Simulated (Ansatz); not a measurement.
Phonon-limited transport in NbRh₃ (Pm-3m)

Consider the following.

```
CELL_PARAMETERS angstrom
      3.84536     0.00000     0.00000
      0.00000     3.84536     0.00000
      0.00000     0.00000     3.84536
ATOMIC_POSITIONS crystal
  Nb 0.00000 0.00000 0.00000
  Rh 0.00000 0.50000 0.50000
  Rh 0.50000 0.00000 0.50000
  Rh 0.50000 0.50000 0.00000
```

All values below come from PBEsol, DFPT electron-phonon coupling, linearised Boltzmann equation (plane waves, PAW, scalar-relativistic; Ansatz, an electronic-structure program). Geometry: relaxed with this functional, without spin-orbit coupling.

The resistivity at 300 K is 8.2 μΩ·cm and the resistivity at 77 K is 0.81 μΩ·cm. The electron mean free path at 300 K (weighted by the current that each state carries) is 13.3 nm and the electron-phonon coupling λ is 0.24. The transport coupling λ_tr is 0.24, the logarithmic mean phonon energy is 22 meV and the density of states at the Fermi level is 1.05 states/(eV·spin·cell). The drude plasma energy is 5.7 eV. The Hall coefficient at 300 K is 35 ×10⁻¹¹ m³/C.

A metal at this level (no band gap). Only scattering by harmonic phonons is included (no impurities, grain boundaries, electron-electron scattering or thermal expansion). Spin-orbit coupling is left out. The run warned that the eigensolver left some states short of its tolerance. Halving the electron mesh (24x24x24) moves the resistivity by up to 4 % at 300 K, the mean free path by up to 1 %, the coupling by up to 3 %. Smearing 0.20 eV; phonons on a 4x4x4 q mesh, which this run doesn't test and which matters most at low temperature.

Formula and space group known from diffraction (Crystallography Open Database), not checked to be the room-temperature form: NbRh3 (Pm-3m).
